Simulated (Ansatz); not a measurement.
Start from Cs$_{3}$P (space group P6/mmm, No. 191; a = 6.3590 Å, c = 6.8987 Å; a hypothetical phase, not in the database extracts checked).

Calculations: PBEsol/PAW in Ansatz (an electronic-structure program), scalar-relativistic without spin-orbit coupling.

Before the change:

- Pressure = 0.0 GPa
- Band gap = zero

The change: every lattice vector is shortened by 1.82 %, atoms relaxed at fixed cell.

Question: How does this affect the pressure?

Answer: The pressure (mean of the normal stresses, compression positive) goes from zero to 0.5 GPa.

Question: Estimate the effect on the energy relative to the base.

Answer: The energy goes up by 5.3 meV/atom.

Question: What happens to the band gap?

Answer: The band gap stays zero.

The cells carry an imposed strain or load. Whether these cells are dynamically stable was not tested. The final runs are not spin-polarised. The zero or small gap of Cs3P can change with the level of theory.
